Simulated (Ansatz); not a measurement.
# Effect of electrons 2.0×10^22 cm⁻³ on Be2C

Base system: Be2C (space group Fm-3m, No. 225; a = 4.311 Å).

Perturbation: electron doping at 2.0×10^22 cm⁻³ (0.401 per cell), with a uniform compensating background at fixed cell and a 300 K Fermi–Dirac width.

All numbers come from Ansatz (an electronic-structure program), PBEsol, PAW, cutoff 420 eV, spin-orbit coupling left out. k-mesh 23×23×23 (Γ-centred); smearing 0.0259 eV (Fermi–Dirac).

* **Gap between the host's bands**: 0.99 eV (base 1.08 eV)
* **Gap character**: indirect, Γ → X (base indirect, Γ → X)
* **Fermi level relative to the doped band's edge (positive inside the band; to 0.05 eV)**: +2.70 eV

Final structure:

```
Be2C
1.0
    0.00000     2.15536     2.15536
    2.15536     0.00000     2.15536
    2.15536     2.15536     0.00000
Be C
2 1
Cartesian
  3.23304   3.23304   3.23304
  1.07768   1.07768   1.07768
  0.00000   0.00000   0.00000
```
Cell charge -0.400517.

Cost of the whole job for the changed cell (relaxation, final SCF and bands): roughly 10 core-seconds.

Charged cell with a jellium background: band edges are those of the host's band count, energies are not comparable with the neutral cell, and many-body gap narrowing is missing. Stability against distortions was not tested.
